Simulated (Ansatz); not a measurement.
Base system: PbS in the rock salt structure (space group Fm-3m, No. 225; a = 6.0090 Å).

Computed with PBE, PAW, 420 eV (Ansatz, an electronic-structure program; no spin-orbit coupling), earlier PAW set.

For the base:

Band gap: 0.50 eV
Pressure: 0.00 GPa
Width of the top valence band: 3.15 eV

Now apply this change: an isotropic linear strain of −2.09 %; the atoms relax in the strained cell.

**Question.** Estimate the effect on the band gap, pressure and width of the top valence band.

**Answer.** The band gap decreases by 0.23 eV, from 0.50 eV to 0.27 eV; the pressure goes from zero to 3.84 GPa; the width of the top valence band rises by 0.48 eV to 3.63 eV.

With Pb present, leaving out spin-orbit coupling can change the band edges. No phonon test of stability was made. The zero or small gap of PbS under isotropic strain −2.09 % can change with the level of theory.
